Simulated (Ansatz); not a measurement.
A constructed model of the (111) surface of fcc Cu, p(2x2) layer of Sn, one a cell, on the site that continues the host's stacking (bottom of the slab: a bare face, its two planes held)

These are PBE (plane waves to 420 eV, PAW; Ansatz, a first-principles code) values and carry that method's errors.

Set-up: 25 atoms, 12.9 Å thick at the start with caps and adatoms (thin: gaps and levels are the slab's own); mesh 9x9x1; 0.1 eV smearing; dipole correction on; 8 atoms held, the rest relaxed; held to the start's symmetry, so lower structures may exist; no spin, no spin-orbit, no U. It is one candidate, not shown to be the stable structure of the face.

- work function of the top face = 4.26 eV
- energy released by relaxation = 0.22 eV
- cost = roughly 22 core-minutes
